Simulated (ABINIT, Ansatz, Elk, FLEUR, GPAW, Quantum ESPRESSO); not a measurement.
## One structure in several programs: LaMg₆Sb (Amm2, 8 atoms in the cell)

Self-consistent single point, at a second geometry (lattice scaled by 0.98). First geometry:

```
CELL_PARAMETERS angstrom
      5.35640     0.00000     0.00000
      0.00000     3.20615     5.96034
      0.00000    -3.20615     5.96034
ATOMIC_POSITIONS crystal
  La 0.50000 0.17022 0.17022
  Mg 0.50000 0.66507 0.17051
  Mg 0.50000 0.17051 0.66507
  Mg 0.00000 0.82122 0.33246
  Mg 0.00000 0.33246 0.82122
  Mg 0.00000 0.33944 0.33944
  Mg 0.00000 0.83557 0.83557
  Sb 0.50000 0.66552 0.66552
```

Shared settings, as Ansatz (a quantum-chemistry and plane-wave program) writes them: kpoints.mp_grid.grid = 3 3 3; scf.occupations.method = fermi_dirac; scf.occupations.width = 0.05 eV. Potentials and cutoffs stand in the table.

| code | model | ΔF from the first geometry (meV/atom) | pressure (GPa) | largest force (eV/Å) | cutoff |
|---|---|---|---|---|---|
| Ansatz | LDA (PW92), PAW files made with PBE | -12.5 | -0.14 | 0.133 | 420 eV |
| FLEUR | LDA (Vosko-Wilk-Nusair), all-electron FLAPW (FLEUR), scalar-relativistic valence | -12.1 | – | 0.134 | Kmax 3.8 1/bohr |
| Elk | LDA (PW92), all-electron FP-LAPW, Elk's shipped species files, APW+lo basis with extra local orbitals | -12.7 | – | – | rgkmax 7.5 |
| Quantum ESPRESSO | LDA (PZ), GBRV 1.5 ultrasoft (LDA) pseudopotentials | -12.3 | -0.12 | 0.135 | 40 Ry |
| ABINIT | LDA (PW92), PAW (JTH v2.0 LDA PAW) | -11.7 | -0.12 | 0.134 | 52 Ry |
| GPAW | LDA (Perdew-Wang 92), GPAW PAW datasets LDA (gpaw-data 1.0.1) | -12.7 | -0.15 | 0.131 | 800 eV |

Size of the force on each atom (eV/Å): Sizes of forces hide their directions.

```json
[
 {"code": "Ansatz", "La1": "0.106", "Mg2": "0.055", "Mg3": "0.055", "Mg4": "0.133", "Mg5": "0.133", "Mg6": "0.067", "Mg7": "0.016", "Sb8": "0.006"},
 {"code": "FLEUR", "La1": "0.105", "Mg2": "0.055", "Mg3": "0.055", "Mg4": "0.134", "Mg5": "0.134", "Mg6": "0.069", "Mg7": "0.016", "Sb8": "0.006"},
 {"code": "Quantum ESPRESSO", "La1": "0.106", "Mg2": "0.055", "Mg3": "0.055", "Mg4": "0.135", "Mg5": "0.135", "Mg6": "0.069", "Mg7": "0.016", "Sb8": "0.005"},
 {"code": "ABINIT", "La1": "0.107", "Mg2": "0.056", "Mg3": "0.056", "Mg4": "0.134", "Mg5": "0.134", "Mg6": "0.066", "Mg7": "0.017", "Sb8": "0.004"},
 {"code": "GPAW", "La1": "0.111", "Mg2": "0.054", "Mg3": "0.054", "Mg4": "0.131", "Mg5": "0.131", "Mg6": "0.069", "Mg7": "0.019", "Sb8": "0.005"}
]
```

A dash marks a value that a program does not give, or that is left out as unsure.

On Ansatz's run: spin-orbit coupling is off.

The spread over the programs that give each value: ΔF from the first geometry within 1.0 meV/atom; pressure within 0.03 GPa; largest force within 0.004 eV/Å.

FLEUR and Elk treat all electrons, but the usual bases taken here (sphere radii, linearisation, local orbitals, empty states) were not tested for convergence, so the values are no reference for the others. Ansatz's pressure is given at a fixed set of plane waves, as the other plane-wave codes print theirs. The same LDA comes in different parametrisations, which differ slightly.

The shared mesh is coarse (it stands for a supercell whose shortest vector is 16 Å), so the values are not converged in it.

The starting cell comes from a database of computed structures (which also holds hypothetical and non-ambient phases and stackings), without a prior relaxation at this level. For this run, on top of that: lattice scaled by 0.98.

Left out of this page: CP2K (unsound by tests on forces, stress, charge or solver warnings).

Keys are those of Ansatz 0.2.
